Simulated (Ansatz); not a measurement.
```
CELL_PARAMETERS angstrom
      4.73350     0.00000     0.00000
      2.36675     4.09934     0.00000
      2.36675    -1.36645     3.72385
ATOMIC_POSITIONS crystal
  Cd 0.00477 0.99761 0.99284
  Te 0.49523 0.25239 0.75716
```

No spin polarisation.

Calculations: Ansatz (a first-principles code) r2SCAN, without spin-orbit coupling. Settings: 9×9×9 k-points, 0.05 eV Fermi–Dirac smearing.

Problem. Predict the in-plane stress, band gap, electron mass and valence-band top at Γ.

Solution. 
- Mean in-plane stress (compression positive): -1.4 GPa
- Band gap: 0.98 eV
- Electron mass: 0.090 mₑ out of plane, 0.085 mₑ in plane (at Γ)
- Valence-band top at Γ (three highest levels, from the VBM): 0.00, -0.16, -0.16 eV

Spin-orbit coupling, missing from the scalar runs, can matter with Te. The cells carry an imposed strain or load. Effective masses come from finite differences of ±0.01 Å⁻¹. No phonon test of stability was made. The cell was made from CdTe in the zinc blende structure (space group F-43m, No. 216) by this change: biaxial strain +2.08 %, plane normal [111], relaxed out of plane.
